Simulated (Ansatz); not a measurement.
We consider BeS (model structure, started from the NiAs type, P6₃/mmc, No. 194, 4 atoms in the cell), described by PBEsol (Ansatz, a quantum-chemistry and plane-wave program, plane waves, PAW).

Run with plane-wave cutoff 500 eV, 18×18×10 k mesh (along the axes of the cell as run), Fermi–Dirac smearing 0.05 eV, scalar-relativistic PAW data made under PBE.

Cell (relaxed at this level):

```cif
data_Be2S2
_chemical_formula_sum 'Be2 S2'
_space_group_name_H-M_alt 'P 1'
_space_group_IT_number 1
_cell_length_a 3.27121
_cell_length_b 3.27121
_cell_length_c 5.20680
_cell_angle_alpha 90.000
_cell_angle_beta 90.000
_cell_angle_gamma 120.000
loop_
_space_group_symop_operation_xyz
  'x, y, z'
loop_
_atom_site_label
_atom_site_type_symbol
_atom_site_fract_x
_atom_site_fract_y
_atom_site_fract_z
_atom_site_occupancy
Be1 Be 0.00000 0.00000 0.00000 1
Be2 Be 0.00000 0.00000 0.50000 1
S1 S 0.33333 0.66667 0.25000 1
S2 S 0.66667 0.33333 0.75000 1
```

Give the computed band gap.


- band gap = 1.39 eV (on the SCF k mesh)

Note: the relaxation could raise the start's symmetry but not lower it, so the cell can be a saddle point.

The computed numbers hold no vibrational or temperature effects.

It cost about 60 core-seconds (a rough figure) of CPU time.

A model structure was made by putting elements into a prototype or built by hand; it is no filed structure, need not be a known phase, and can be a saddle point held by its symmetry.
